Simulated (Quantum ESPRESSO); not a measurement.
Worked example: self-consistent single point of FeAl (P1, 2 atoms in the cell) in Quantum ESPRESSO.

Method of the run: PBEsol, GBRV 1.5 ultrasoft (PBESOL) pseudopotentials (plane waves; Quantum ESPRESSO).

```yaml
crystal:
  lattice:
    - [2.91000, 0.00000, 0.00000]
    - [0.00000, 2.91000, 0.00000]
    - [0.00000, 0.00000, 2.91000]
  atoms:
    - { symbol: Al, position: [0.50361, 0.49765, 0.50212] }
    - { symbol: Fe, position: [0.99639, 0.00235, 0.99788] }
```

Reference input (self-consistent single point, DFT, PBE, plane waves, GBRV 1.5 ultrasoft (PBE) pseudopotentials): ecutwfc = 50 Ry; ecutrho = 400 Ry; occupations = smearing; smearing = fermi-dirac; degauss = 0.0073499 Ry; potentials = {Al: al_pbe_v1.uspp.F.UPF, Fe: fe_pbe_v1.5.uspp.F.UPF}; K_POINTS = automatic 10 10 10 0 0 0; conv_thr = 1e-10 Ry; mixing_beta = 0.7. This run's input differs from it in these lines:

```diff
@@ -23,4 +23,4 @@
 ATOMIC_SPECIES
-Al    26.9815  al_pbe_v1.uspp.F.UPF
-Fe    55.8450  fe_pbe_v1.5.uspp.F.UPF
+Al    26.9815  al_pbesol_v1.uspp.F.UPF
+Fe    55.8450  fe_pbesol_v1.5.uspp.F.UPF
 ATOMIC_POSITIONS {crystal}
```

Output, abridged:

```
     Self-consistent Calculation

     iteration #  1     ecut=    50.00 Ry     beta= 0.70

     total energy              =    -254.26032988 Ry
     estimated scf accuracy    <       3.78893780 Ry

     iteration #  2     ecut=    50.00 Ry     beta= 0.70

     total energy              =    -254.90209336 Ry
     estimated scf accuracy    <      26.01538086 Ry

     iteration #  3     ecut=    50.00 Ry     beta= 0.70

     total energy              =    -256.96081500 Ry
     estimated scf accuracy    <       0.64938832 Ry

   [... 17 blocks of this kind left out ...]

     iteration # 21     ecut=    50.00 Ry     beta= 0.70

     total energy              =    -256.90631695 Ry
     estimated scf accuracy    <          1.0E-09 Ry

     iteration # 22     ecut=    50.00 Ry     beta= 0.70
     End of self-consistent calculation

     Number of k-points >= 100: set verbosity='high' to print the bands.

     the Fermi energy is    13.0933 ev

!    total energy              =    -256.90631695 Ry
     estimated scf accuracy    <          1.6E-11 Ry
     smearing contrib. (-TS)   =      -0.00693192 Ry
     internal energy E=F+TS    =    -256.89938503 Ry

     convergence has been achieved in  22 iterations

     Forces acting on atoms (cartesian axes, Ry/au):

     atom    1 type  1   force =    -0.00558469    0.00364153   -0.00327372
     atom    2 type  2   force =     0.00558469   -0.00364153    0.00327372

     Total force =     0.010504     Total SCF correction =     0.000000

          total   stress  (Ry/bohr**3)                   (kbar)     P=     -118.84
  -0.00080861  -0.00000274   0.00000246         -118.95       -0.40        0.36
  -0.00000274  -0.00080759  -0.00000161           -0.40     -118.80       -0.24
   0.00000246  -0.00000161  -0.00080744            0.36       -0.24     -118.78

   JOB DONE.
```

The run converged in 22 iterations. Against the reference run the pressure goes from -6.67 to -11.88 GPa and the largest force goes from 0.197 to 0.191 eV/Å.

The starting cell has typed, rounded lattice constants, without a prior relaxation at this level. Its atoms were displaced at random from the sites of space group no. 221. Spin polarisation is off. With a pressure of about -12 GPa the cell is away from its equilibrium volume at this level.

Cost on one core of a shared machine: roughly 70 s.
